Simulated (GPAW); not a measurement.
**Parameter sweep on SrMg (Cm, 6 atoms in the cell)**

```xyz
6
Lattice="7.0098 -2.0153 0.0000 7.0098 2.0153 0.0000 -2.3570 0.0000 7.9834" Properties=species:S:1:pos:R:3 pbc="T T T"
Sr     4.8709     0.0000     1.8587
Sr     8.6509     0.0000     2.6572
Sr    -0.8487     0.0000     5.0728
Mg    13.9352     0.0000     0.0109
Mg     3.0261     0.0000     5.6561
Mg     8.0826     0.0000     7.3639
```

Base run A: PBEsol, GPAW PAW datasets PBEsol (made by gpaw-setup) run with GPAW, self-consistent single point.

Its settings: mode = pw; ecut = 850 eV; xc = PBEsol; kpts = 5 5 3; mesh shift (steps) = 0 0 0; occupations.name = methfessel-paxton; occupations.width = 0.136 eV; occupations.order = 1; nbands = -14; convergence.density = 1e-05 e/electron; symmetry.symmorphic = false; symmetry.tolerance = 0.0005; maxiter = 120.

The starting cell comes from a database of computed structures (which also holds hypothetical and non-ambient phases and stackings), without a prior relaxation at this level.

ΔF is the free energy per atom less that of run A. 

```tsv
run	change	ΔF (meV/atom)	largest force (eV/Å)
A	base	0.00	0.138
B	lattice scaled by 0.97	9.9	0.228
C	lattice scaled by 0.97; ecut: 850 eV → 510 eV	15.2	0.229
D	lattice scaled by 0.985	0.43	0.180
E	lattice scaled by 0.985; ecut: 850 eV → 510 eV	5.6	0.180
F	lattice scaled by 1.015	7.7	0.103
G	lattice scaled by 1.015; ecut: 850 eV → 510 eV	12.8	0.103
H	lattice scaled by 1.03	22.5	0.075
I	lattice scaled by 1.03; ecut: 850 eV → 510 eV	27.6	0.075
J	ecut: 850 eV → 510 eV	5.2	0.138
```

Run C against A: The free energy goes up by 15.2 meV/atom and the largest force goes from 0.138 to 0.229 eV/Å.

Run D against A: The free energy is nearly the same (within 1 meV/atom), the pressure goes from -0.36 to 0.47 GPa and the largest force goes from 0.138 to 0.180 eV/Å.
